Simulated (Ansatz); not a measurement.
## How far PBE-D3(BJ) and r2SCAN+rVV10 part for Sb, uniaxial stress, 0.5 GPa compression along z

Start from Sb (space group R-3m, No. 166; a = 4.320 Å, c = 11.023 Å (hexagonal axes); relaxed with 0.1 eV smearing). Axes: x lies along a and z along c of the hexagonal cell.

(Cell as relaxed with PBE-D3(BJ).)

Levels (all Ansatz, a first-principles code, PAW): PBE-D3(BJ) (420 eV, spin-orbit coupling left out); r2SCAN+rVV10 (500 eV, no SOC).

Each level relaxes its own structure.

```json
[
 {"base": "volume per atom", "PBE-D3(BJ)": "29.69 Å³", "r2SCAN+rVV10": "30.63 Å³"},
 {"base": "lattice parameter a", "PBE-D3(BJ)": "4.320 Å", "r2SCAN+rVV10": "4.326 Å"},
 {"base": "band gap", "PBE-D3(BJ)": "zero", "r2SCAN+rVV10": "zero"}
]
```

It is then changed as follows: uniaxial stress, 0.5 GPa compression along z; all other stress components relax to zero.

```json
[
 {"quantity": "strain response (xx, yy, zz)", "PBE-D3(BJ)": "(+0.31, +0.31, −1.29) %", "r2SCAN+rVV10": "(+0.29, +0.29, −1.49) %"},
 {"quantity": "shortest interatomic distance", "PBE-D3(BJ)": "2.937 Å", "r2SCAN+rVV10": "2.924 Å"},
 {"quantity": "band gap", "PBE-D3(BJ)": "zero", "r2SCAN+rVV10": "zero"},
 {"quantity": "energy relative to the base (free energy F)", "PBE-D3(BJ)": "+0.6 meV/atom", "r2SCAN+rVV10": "+0.7 meV/atom"}
]
```

PBE-D3(BJ)'s shortest interatomic distance lies 0.013 Å above r2SCAN+rVV10's (0.5 %); the two agree on the band gap. Neither level is exact; r2SCAN+rVV10 is the comparison here, not a measurement.

With Sb present, leaving out spin-orbit coupling can change the band edges. Stability under load was not tested beyond the relaxation.
